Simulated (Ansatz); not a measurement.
Base system: WC (space group P-6m2, No. 187; a = 2.898 Å, c = 2.828 Å). Axes: x lies along a and z along c of the hexagonal cell.

Calculations: PBEsol in Ansatz (plane waves to 420 eV, PAW, scalar-relativistic without spin-orbit coupling).

Strains are applied to the cell and any free atomic positions relax.

One change was made to it. Results:

The shortest interatomic distance shrinks by 1.8 pm (219.1 pm → 217.3 pm); the energy rises by 12 meV/atom; the pressure (mean of the normal stresses, compression positive) goes from zero to 9.2 GPa.

Question: Which of these changes matches the shifts?
A. uniaxial strain ε_xx = −2.22 %
B. isotropic strain −2.92 %
C. strain tensor (xx, yy, zz, yz, xz, xy) = (+1.00, −2.23, −0.12, −0.15, −0.63, +0.37) %

Answer: A, uniaxial strain ε_xx = −2.22 %. For comparison, the pressure in the other runs: isotropic strain −2.92 % gives 43.9 GPa; strain tensor (xx, yy, zz, yz, xz, xy) = (+1.00, −2.23, −0.12, −0.15, −0.63, +0.37) % gives 5.8 GPa.

Without a gap, meshes like the base's 18×18×16 leave anisotropic stresses uncertain by several tenths of a GPa, and small strain energies with them. Whether these cells are dynamically stable was not tested. The final runs are not spin-polarised.

Ansatz is an electronic-structure program.
